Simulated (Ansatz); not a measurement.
Cubic perovskite CsPbF₃

Calculation: rVV10 (Ansatz, a first-principles code, plane waves, PAW).

Settings: plane-wave cutoff 520 eV, 8×8×8 k mesh, Fermi–Dirac smearing 0.01 eV, scalar-relativistic PAW data made under PBE.

Cell: relaxed at this level.

For cubic perovskite CsPbF₃, the equilibrium volume per atom comes out as 22.89 Å³/atom and the bulk modulus is 45.3 GPa. The band gap comes out as 2.67 eV and the direct gap at Γ comes out as 7.60 eV. The lattice parameter a is 4.855 Å. The pressure derivative B′ of the bulk modulus is 4.8.

Note: the volume lies 5 % above that of the published cell.

Spin–orbit coupling is not included; with these elements it can move the gap by several tenths of an eV or more.

Computed values are for the static lattice.

The result took around 2.1 core-minutes (rough).
